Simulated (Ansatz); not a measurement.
Take Pt in the fcc (Cu type) structure (space group Fm-3m, No. 225; a = 3.9403 Å) as the base.

The values are results of DFT with r2SCAN, PAW potentials and a 500 eV plane-wave cutoff in Ansatz (a quantum-chemistry and plane-wave program), no spin-orbit coupling, not measurements.

For the base:

* **Pressure**: 0.0 GPa
* **Band gap**: zero

It is then changed as follows: an isotropic linear strain of −3.80 %; the atoms relax in the strained cell.

Task: What does the calculation give for the energy relative to the base, pressure and band gap after the change?

Result: The energy increases by 200 meV/atom; the pressure goes from zero to 43.1 GPa; the band gap remains zero.

Whether these cells are dynamically stable was not tested. The final runs are not spin-polarised.
